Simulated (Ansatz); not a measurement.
Structures of equal composition on the (0001) surface of hcp Ti: a layer of Ge in place of the second plane; a layer of Ge in place of the third plane. The slabs share one bottom face, and each structure is named by its start. These are constructed structures in small cells; real faces may alloy, dewet or reconstruct in larger ones, and not all known structures of the face are among them. Slabs of about 12 Å with all that they carry, Fermi-Dirac smearing of 0.1 eV. Bottom of the slabs: a bare face, its two planes held. Relaxed from the named starts with such symmetry as they have, on meshes of like density; energies extrapolated to zero smearing; no spin-orbit coupling, no U. Spin-polarised runs, if any, are marked in brackets, and their order is one that fits the cell; the others ran without spin.

These are PBE (plane waves to 420 eV, PAW; Ansatz, an electronic-structure program) values and carry that method's errors.

**Question.** Order them by energy per 1x1 cell (lowest first) at the level PBE.

**Answer.** a layer of Ge in place of the third plane (0.000 eV), a layer of Ge in place of the second plane (0.187 eV)
